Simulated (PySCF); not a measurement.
PySCF 2.14.0, PBE0/def2-svpd, df: [SiH3][PH+]([SiH3])[SiH3], charge +1, multiplicity 1, 14 atoms. The geometry is a generated start, not checked to be a minimum at this level.

```yaml
task: energy
method: pbe0
basis: def2-svpd
two_electron_scheme: density fitting
mol.max_memory: 3000 MB
mf.max_cycle: 100
mf.init_guess: minao (default)
mf.DIIS: CDIIS (default)
mf.diis_space: 8 (default)
mf.conv_tol: 1e-09 (default)
mf.grids.level: 3 (default)
basis_functions: 176
grid_points: 174800
```

```xyz
14

Si     0.0633     2.1412    -0.8388
P      0.0052     0.1031     0.2418
Si     1.8933    -1.2080     0.0895
Si    -1.9899    -1.0414     0.4261
H      1.3553     2.6948    -0.4416
H     -0.0319     1.7526    -2.2420
H     -1.1030     2.8426    -0.3084
H      0.1338     0.5409     1.5444
H      2.9840    -0.2688     0.3348
H      1.8103    -1.7119    -1.2779
H      1.6986    -2.2141     1.1274
H     -1.7139    -2.0223     1.4725
H     -2.9551    -0.0074     0.7847
H     -2.1499    -1.6013    -0.9126
```

Charge 1 and multiplicity 1 are set for this test and not shown to be the ground state.

One run each on 2 threads, 1 BLAS thread. Values of level_shift (Hartree) tried: 0 (default), 0.1, 0.3, 1.

Task: Predict the course of the Fock builds along this series.

Result: Fewest Fock builds, within one of each other: 0 (default) with 11, 0.1 with 11. The count rises to 27 at 1. All converge to one solution.

```json
[
 {"level_shift (Hartree)": "0 (default)", "Fock builds": "11", "end": "same solution"},
 {"level_shift (Hartree)": "0.1", "Fock builds": "11", "end": "same solution"},
 {"level_shift (Hartree)": "0.3", "Fock builds": "14", "end": "same solution"},
 {"level_shift (Hartree)": "1", "Fock builds": "27", "end": "same solution"}
]
```
